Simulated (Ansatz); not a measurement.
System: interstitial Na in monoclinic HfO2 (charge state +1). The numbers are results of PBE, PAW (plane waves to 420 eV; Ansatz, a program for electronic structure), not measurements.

Settings: 96 host sites, the relaxed PBE lattice, the Γ point alone, smearing 0.01 eV, spin-restricted, no image-charge correction. Static, classical nuclei. Spin-orbit coupling is left out. The charge state is imposed; whether it is stable for some Fermi level was not computed. Sites that were not tried may lie lower.

Barriers: single points on a 2×2×2 k-point mesh shifted by half a step at the bands' geometries.

A. a direct jump of one Na atom; the atom moves 3.45 Å along (0.00, 0.42, -0.50) of the unit cell; the moving atom starts with neighbours Hf at 2.48; O at 2.05, O at 2.06, O at 2.17, O at 2.23, O at 2.28 Å and ends with Hf at 2.48; O at 2.05, O at 2.06, O at 2.17, O at 2.23, O at 2.28 Å; saddle order not checked.
B. a direct jump of one Na atom; the atom moves 1.32 Å along (0.23, -0.08, 0.12) of the unit cell; the moving atom starts with neighbours Hf at 2.48; O at 2.05, O at 2.06, O at 2.17, O at 2.23, O at 2.28 Å and ends with Hf at 2.48; O at 2.05, O at 2.06, O at 2.17, O at 2.23, O at 2.28 Å; saddle order not checked, on a symmetry element.

A band can be held on a symmetry element, so unchecked saddle points there may be too high.

Problem. Rank these by forward barrier (lowest first), as PBE, PAW gives it.

Solution. B (0.099 eV), A (2.76 eV)
